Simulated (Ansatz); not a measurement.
Consider LaAl2Ag3 (space group Cmmm, No. 65; a cell from a computed database, its experimental status unchecked).

```
LaAl2Ag3
1.0
    2.72334    -4.83159     0.00000
    2.72334     4.83159     0.00000
    0.00000     0.00000     4.46954
La Al Ag
1 2 3
Direct
  0.00000   0.00000   0.00000
  0.50000   0.00000   0.50000
  0.00000   0.50000   0.50000
  0.67660   0.32340   0.00000
  0.32340   0.67660   0.00000
  0.50000   0.50000   0.50000
```

Cartesian axes are those of the cell as printed.

All numbers come from PBEsol in Ansatz (plane waves to 420 eV, PAW, no SOC).

Base values:

```
Item                             Value
-----------------------------  -------
Pressure                       0.0 GPa
Shortest interatomic distance  2.711 Å
```

Perturbation: tensile biaxial strain of 0.44 % in the plane normal to [001], as in epitaxy on a mismatched substrate; the out-of-plane cell vector and the atoms relax.

Task: What happens to the pressure and shortest interatomic distance?

Result: The pressure (mean of the normal stresses, compression positive) goes from zero to -0.5 GPa; the shortest interatomic distance shrinks by 0.0025 Å to 2.709 Å.

Without a gap, meshes like the base's 10×10×11 leave anisotropic stresses uncertain by several tenths of a GPa, and small strain energies with them. Stability against distortions was not tested.

Ansatz is a first-principles code.
